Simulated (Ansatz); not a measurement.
## HfN, response to strain

The reference is HfN in the rock salt structure (space group Fm-3m, No. 225; a = 4.502 Å; relaxed with 0.1 eV smearing).

Strains are applied to the cell and any free atomic positions relax.

All numbers come from PBEsol/PAW in Ansatz (a program for electronic structure), no SOC.

Notes on the quantities. energy relative to the base: free energy F.

```tsv
change	pressure	energy relative to the base	volume per atom
base	0.0 GPa	0 meV/atom	11.40 Å³
isotropic strain −3.00 %	31.5 GPa	+90 meV/atom	10.41 Å³
isotropic strain −2.50 %	25.3 GPa	+62 meV/atom	10.57 Å³
isotropic strain −2.00 %	19.6 GPa	+39 meV/atom	10.73 Å³
isotropic strain −1.00 %	9.1 GPa	+9.4 meV/atom	11.07 Å³
isotropic strain +0.50 %	-4.1 GPa	+2.2 meV/atom	11.58 Å³
isotropic strain +1.50 %	___	___	11.93 Å³
isotropic strain +2.00 %	-14.8 GPa	+34 meV/atom	12.10 Å³
isotropic strain +2.50 %	-17.9 GPa	+52 meV/atom	12.28 Å³
isotropic strain +3.00 %	-20.8 GPa	+74 meV/atom	12.46 Å³
```

**Question.** What belongs in the blanks?

**Answer.** 
- isotropic strain +1.50 %, pressure: -11.5 GPa
- isotropic strain +1.50 %, energy relative to the base: +19 meV/atom

Whether these cells are dynamically stable was not tested. The final runs are not spin-polarised. An odd electron count without spin: HfN.
